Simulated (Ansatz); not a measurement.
Start from W₂C (space group P-3m1, No. 164; a = 3.0347 Å, c = 4.6563 Å). Axes: x lies along a and z along c of the hexagonal cell.

The values are results of PBE-D3(BJ) (Ansatz, an electronic-structure program; PAW; 420 eV plane waves; no SOC), not measurements.

Modification: an isotropic linear strain of −1.47 %; the atoms relax in the strained cell.

Q: Predict the stress tensor and what it implies for the stiffness.

A: Stress of the strained cell less that of the base (GPa, compression positive):
```
   15.5     0.0     0.0
    0.0    15.5     0.0
    0.0     0.0    18.0
```

Then B = −ΔP/(ΔV/V₀) with ΔV/V₀ = -0.0435 gives secant stiffness values (nonlinear terms included at this strain): B (at held cell shape, above the free-shape value) ≈ 376 GPa.

As a check, the harmonic strain energy −½ V₀ Δσ:ε is 28 meV/atom; the computed energy rise is 26 meV/atom.

Whether these cells are dynamically stable was not tested. All final runs are without spin polarisation.
